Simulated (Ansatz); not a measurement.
The starting structures come from a database of crystals and need not be the phases stable at ambient conditions.

Crystal: LuAlO3 (R-3c, not sure to be the ambient phase, 10 atoms a cell, 10.0 Å³ an atom, -4 GPa at this level); planes in its conventional cell.

Level of theory: PBEsol (plane waves, PAW; Ansatz, a first-principles code).

The gap is the functional's own, uncorrected, and κ follows it; spin-orbit coupling is left out. Mid-gap values are interpolated between the computed energies.

```csv
plane,area of the cell (Å²),mid-gap κ (1/Å),largest κ in the gap (1/Å)
(001),23.9,0.32,0.32
(110),38.2,…,…
(100),66.2,…,…
```

Q: The slowest decay depends on the direction. Supply the withheld values.

A: 
- (110), mid-gap κ (1/Å): 0.37
- (110), largest κ in the gap (1/Å): 0.37
- (100), mid-gap κ (1/Å): 0.37
- (100), largest κ in the gap (1/Å): 0.37
